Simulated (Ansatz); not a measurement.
Au: Ag on a Au site

The parent structure is a 12-atom supercell of Au in the fcc (Cu type) structure (space group Fm-3m, No. 225; a = 4.0834 Å) at its relaxed geometry.

Perturbation: a neutral Ag on a Au site, atoms relaxed at fixed cell, starting from a slightly rattled geometry.

Calculations: PBEsol/PAW in Ansatz (a program for electronic structure), scalar-relativistic without spin-orbit coupling. Γ-centred 7×5×7 mesh, Fermi–Dirac width 0.05 eV.

The pressure decreases by 0.4 GPa, from -0.1 GPa to -0.5 GPa and the largest displacement of a host atom from its site in the perfect cell amounts to 0.02 Å. The mean distance from the defect site to its nearest host atoms stays 2.89 Å.

The cell is small, so the values are those of an ordered compound at a high defect concentration; dilute-limit values will differ. The defect cell is not spin-polarised.
